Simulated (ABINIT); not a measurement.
Checking a run of ABINIT on MgVPbO3 (P4mm, 6 atoms in the cell). The aim is a self-consistent single point with DFT, PBEsol+U, plane waves, PAW (JTH v2.0 PBE PAW, files made for PBE).

The input file:

```
# MgVPbO3, JTH v2.0 PBE PAW
pp_dirpath "./"
pseudos "Mg.GGA_PBE-JTH.xml, V.GGA_PBE-JTH.xml, Pb.GGA_PBE-JTH.xml, O.GGA_PBE-JTH.xml"
acell 3*1.0
rprim
         7.1347365726    0.0000000000    0.0000000000
         0.0000000000    7.1347365726    0.0000000000
         0.0000000000    0.0000000000   12.9287502542
natom 6
ntypat 4
znucl 12 23 82 8
typat 1 2 3 4 4 4
xred
         0.0000000000    0.0000000000    0.6752000000
         0.5000000000    0.5000000000    0.4694200000
         0.0000000000    0.0000000000    0.1432900000
         0.5000000000    0.5000000000    0.1950300000
         0.0000000000    0.5000000000    0.5818800000
         0.5000000000    0.0000000000    0.5818800000
ecut 816 eV
pawecutdg 1633 eV
pawovlp -1
pawxcdev 0
ixc -116133
usepawu 1
lpawu -1 2 -1 -1
upawu 0 3.25 0 0 eV
jpawu 0 0 0 0 eV
nsppol 2
spinat
      0 0 0
      0 0 2
      0 0 0
      0 0 0
      0 0 0
      0 0 0
occopt 3
tsmear 0.1 eV
nband 37
kptopt 1
ngkpt 1 1 1
nshiftk 1
shiftk 0 0 0
nstep 50
tolvrs 1.0e-11
prtwf 0
prtden 0
prtvol 1
enunit 2
```

Output, abridged:

```
 Symmetries : space group P4 m m (# 99); Bravais tP (primitive tetrag.)

 -outvars: echo values of preprocessed input variables --------
            acell      1.0000000000E+00  1.0000000000E+00  1.0000000000E+00 Bohr
             ecut      2.99874495E+01 Hartree
           enunit           2
   [... lines left out ...]

== DATASET  1 ==================================================================

 Real(R)+Recip(G) space primitive vectors, cartesian coordinates (Bohr,Bohr^-1):
 R(1)=  7.1347366  0.0000000  0.0000000  G(1)=  0.1401593  0.0000000  0.0000000
 R(2)=  0.0000000  7.1347366  0.0000000  G(2)=  0.0000000  0.1401593  0.0000000
 R(3)=  0.0000000  0.0000000 12.9287503  G(3)=  0.0000000  0.0000000  0.0773470
 Unit cell volume ucvol=  6.5813113E+02 bohr^3
 Angles (23,13,12)=  9.00000000E+01  9.00000000E+01  9.00000000E+01 degrees

 Coarse grid specifications (used for wave-functions):

 getcut: wavevector=  0.0000  0.0000  0.0000  ngfft=  36  36  64
         ecut(hartree)=     29.987   => boxcut(ratio)=   2.00811

 Fine grid specifications (used for densities):

 getcut: wavevector=  0.0000  0.0000  0.0000  ngfft=  50  50  96
         ecut(hartree)=     60.012   => boxcut(ratio)=   2.00960

   3.91382197E+03                                ecore*ucvol(ha*bohr**3)

_setup2: Arith. and geom. avg. npw (full set) are    5159.000    5159.000

 ******************************************
 DFT+U Method used: FLL
 ******************************************
--- !BeginCycle
solver: {iscf: 17, nstep: 50, nline: 4, wfoptalg: 10, }
tolerances: {tolvrs: 1.00E-11, }
...

     iter   Etot(hartree)     deltaE(h) residm    nres2    magn
 ETOT  1  -236.13367469506    -2.36E+02 4.91E+00 3.70E+02 0.755
 ETOT  2  -247.96477897384    -1.18E+01 2.65E-01 1.70E+03 0.834
 ETOT  3  -245.92513397380     2.04E+00 9.85E-02 7.25E+02 0.879
 ETOT  4  -245.06496931778     8.60E-01 2.35E-01 6.21E+01 0.476
 ETOT  5  -245.04429470237     2.07E-02 3.14E-02 1.87E+01 0.643
   [... 30 lines left out ...]
 ETOT 36  -245.03403697882    -3.33E-12 2.14E-12 1.18E-10 1.037
 ETOT 37  -245.03403697882    -3.81E-12 4.39E-13 2.80E-11 1.037
 ETOT 38  -245.03403697882    -2.73E-12 5.22E-14 2.29E-11 1.037
 ETOT 39  -245.03403697882     1.51E-12 2.52E-14 6.51E-12 1.037
 At SCF step   39       nres2   =  6.51E-12 < tolvrs=  1.00E-11 =>converged.

 Cartesian components of stress tensor (hartree/bohr^3)
  sigma(1 1)=  6.05159135E-04  sigma(3 2)=  0.00000000E+00
  sigma(2 2)=  6.05159135E-04  sigma(3 1)=  0.00000000E+00
  sigma(3 3)= -8.18499668E-05  sigma(2 1)=  0.00000000E+00

 Integrated electronic and magnetization densities in atomic spheres:
 Radius=ratsph(iatom), smearing ratsm=  0.0000. Diff(up-dn)=approximate z local magnetic moment.
 Atom    Radius    up_density   dn_density  Total(up+dn)  Diff(up-dn)
    1   1.90158     4.131874     4.136300      8.268174    -0.004426
    2   2.21063     6.127497     4.926693     11.054190     1.200804
    3   2.40264     5.638628     5.647336     11.285964    -0.008709
   [... lines left out ...]
 Total magnetization (from the atomic spheres):             0.993293
 Total magnetization (exact up - dn):                       1.036544
 Fermi (or HOMO) energy (hartree) =   0.22052   Average Vxc (hartree)=  -0.35044
 Fermi (or HOMO) energy (eV) =   6.00074   Average Vxc (eV)=  -9.53588
   [... lines left out ...]
total_energy        : -2.45034036709707E+02
total_energy_eV     : -6.66771523167316E+03
...

-Cartesian components of stress tensor (GPa)         [Pressure= -1.1067E+01 GPa]
- sigma(1 1)=  1.78043935E+01  sigma(3 2)=  0.00000000E+00
- sigma(2 2)=  1.78043935E+01  sigma(3 1)=  0.00000000E+00
- sigma(3 3)= -2.40810876E+00  sigma(2 1)=  0.00000000E+00

 Calculation completed.
```

Question: Is anything amiss in this input, and did it matter?

Answer: The run is not sound. The fault is a single k-point for a small metallic cell. One k-point cannot sample the Fermi surface of a small cell. To fix it, use a converged k-point mesh. The run converged in 39 iterations without an error; against the sound input the free energy falls by 17.3 meV/atom, the pressure goes from -4.29 to -11.07 GPa, the largest force goes from 0.765 to 5.181 eV/Å and the size of the net moment goes from 0.21 to 0.17 μB/atom.

An input that runs soundly differs in these lines (not the only fix; some lines may just follow from the change or write a value another way):
```diff
-ngkpt 1 1 1
+ngkpt 4 4 2
```

With that input, the run converged in 36 iterations: free energy E − TS -6667.61 eV; Fermi level (on the code's own zero) 5.50 eV; pressure -4.29 GPa; largest force (vector length) 0.765 eV/Å; size of the cell's spin moment 1.24 μB (DFT, PBEsol+U, plane waves, PAW (JTH v2.0 PBE PAW, files made for PBE)).

On the sound input: the starting cell comes from a database of computed structures (which also holds hypothetical and non-ambient phases and stackings), without a prior relaxation at this level. With one magnetic atom in the cell only a parallel order is possible. With U or open f shells several self-consistent states can exist. The potentials were made for another functional than the one used. With a pressure of about -4 GPa the cell is away from its equilibrium volume at this level. Without a gap this mesh is coarse (it stands for a supercell whose shortest vector is 14 Å).
